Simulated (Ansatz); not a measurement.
The structure below was relaxed with Kohn–Sham DFT with the r2SCAN functional, run in Ansatz (a first-principles code) with PAW and 500 eV plane waves, no spin-orbit coupling.

```
CELL_PARAMETERS angstrom
     -1.88883     1.88883     1.88883
      1.88883    -1.88883     1.88883
      1.88883     1.88883    -1.88883
ATOMIC_POSITIONS crystal
  Sb 0.00000 0.00000 0.00000
```

**Question.** Find the space group and the Wyckoff positions.

**Answer.** Space group Im-3m (No. 229); a = 3.7777 Å, b = 3.7777 Å, c = 3.7777 Å, α = 90.00°, β = 90.00°, γ = 90.00°

```csv
atom,site,symmetry,x,y,z
Sb,2a,m-3m,0.0000,0.0000,0.0000
```

No phonon test of stability was made. The cell was made from Mo by this change: Mo → Sb; the result is a model cell, its experimental status unchecked. This is not the structure that Sb has at room temperature and ambient pressure.
